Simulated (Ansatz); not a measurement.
Take SiC in the wurtzite structure (space group P6_3mc, No. 186; a = 3.076 Å, c = 5.048 Å) as the base.

Structures relaxed with DFT with PBEsol, PAW potentials and a 420 eV plane-wave cutoff in Ansatz (a quantum-chemistry and plane-wave program), no SOC.

Base:

Simulated powder pattern, Co Kα, λ = 1.79026 Å (kinematic, ideal powder, no thermal factors, no anomalous dispersion; the 8 strongest lines at most, above 2 %, up to 2θ = 90°):

```
2θ (°)  I/Imax (%)    hkl
------  ----------  -----
39.27           75  (100)
41.55           51  (002)
44.66          100  (101)
58.49           27  (102)
71.19           45  (110)
77.99           47  (103)
85.93           37  (112)
88.07           17  (201)
```

After one change:

Simulated powder pattern, Co Kα, λ = 1.79026 Å (kinematic, ideal powder, no thermal factors, no anomalous dispersion; the 8 strongest lines at most, above 2 %, up to 2θ = 90°):

| 2θ (°) | I/Imax (%) |
|---|---|
| 39.56 | 75 |
| 41.86 | 51 |
| 45.00 | 100 |
| 58.96 | 26 |
| 71.77 | 45 |
| 78.66 | 47 |
| 86.70 | 37 |
| 88.86 | 17 |

Q: Which change produced these results?
A) pressure 5 GPa
B) pressure 7.5 GPa
C) pressure −1 GPa
D) pressure 1.5 GPa

A: A, pressure 5 GPa. Its volume per atom is 10.12 Å³ against 10.34 Å³, and its space group is P6_3mc (No. 186).

Load acts through the strain it causes; cell and atoms are relaxed under it. No phonon test of stability was made. No other phases were tried under pressure.
